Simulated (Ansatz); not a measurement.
Start from SrVO3 in the cubic perovskite structure (space group Pm-3m, No. 221).

```
CELL_PARAMETERS angstrom
      3.80937     0.00000     0.00000
      0.00000     3.80937     0.00000
      0.00000     0.00000     3.80937
ATOMIC_POSITIONS crystal
  Sr 0.00000 0.00000 0.00000
  V  0.50000 0.50000 0.50000
  O  0.00000 0.50000 0.50000
  O  0.50000 0.50000 0.00000
  O  0.50000 0.00000 0.50000
```

Cartesian axes are those of the cell as printed.

Computed with Ansatz (a first-principles code) PBEsol, without spin-orbit coupling.

For the base:

Shortest interatomic distance: 1.905 Å
Pressure: 0.0 GPa

Now apply this change: the cell is compressed by 4.35 % along x with no lateral relaxation, atoms relaxed at fixed cell.

Q: How does this affect the energy relative to the base, shortest interatomic distance and pressure?

A: The energy goes up by 28 meV/atom; the shortest interatomic distance shrinks by 0.083 Å to 1.822 Å; the pressure (mean of the normal stresses, compression positive) goes from zero to 10.5 GPa.

Without a gap, meshes like the base's 12×12×12 leave anisotropic stresses uncertain by several tenths of a GPa, and small strain energies with them. The cells carry an imposed strain or load. Whether these cells are dynamically stable was not tested. Starting moments died away, wholly or in part, for the base; another magnetic solution may exist. No Hubbard U is applied, and correlation can decide whether such a compound is a metal. All final runs are without spin polarisation. An odd electron count without spin: SrVO3.
